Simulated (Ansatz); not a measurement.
The parent structure is InP (space group Pm-3n, No. 223; a = 7.334 Å; a hypothetical phase, not in the database extracts checked). Axes: x, y, z lie along the cube axes.

(Cell as relaxed with PBE.)

Levels (all Ansatz, an electronic-structure program, PAW): PBE (420 eV, scalar-relativistic without spin-orbit coupling); PBEsol (420 eV, without spin-orbit coupling).

Each level relaxes its own structure.

| base | PBE | PBEsol |
|---|---|---|
| volume per atom | 32.88 Å³ | 31.64 Å³ |
| lattice parameter a | 7.334 Å | 7.241 Å |
| band gap | 0.50 eV | 0.65 eV |

The change: uniaxial strain ε_zz = +0.19 %, all other strain components held at zero; the atoms relax in the strained cell.

```json
[
 {"quantity": "electron mass", "PBE": "0.044 mₑ (at Γ)", "PBEsol": "[?]"},
 {"quantity": "stress (xx, yy, zz, yz, xz, xy; compression positive)", "PBE": "(-0.05, -0.05, -0.16, 0.00, 0.00, 0.00) GPa", "PBEsol": "[?]"},
 {"quantity": "band gap", "PBE": "0.48 eV", "PBEsol": "[?]"},
 {"quantity": "shortest interatomic distance", "PBE": "2.594 Å", "PBEsol": "[?]"}
]
```

Problem. Predict the PBEsol column.

Solution. 
- electron mass, PBEsol: 0.056 mₑ (at Γ)
- stress (xx, yy, zz, yz, xz, xy; compression positive), PBEsol: (-0.07, -0.07, -0.18, 0.00, 0.00, 0.00) GPa
- band gap, PBEsol: 0.63 eV
- shortest interatomic distance, PBEsol: 2.561 Å

PBE's band gap lies 0.15 eV below PBEsol's; PBE's shortest interatomic distance lies 0.033 Å above PBEsol's (1.3 %). Neither level is exact; PBEsol is the comparison here, not a measurement.

Effective masses come from finite differences of ±0.01 Å⁻¹. Whether these cells are dynamically stable was not tested.
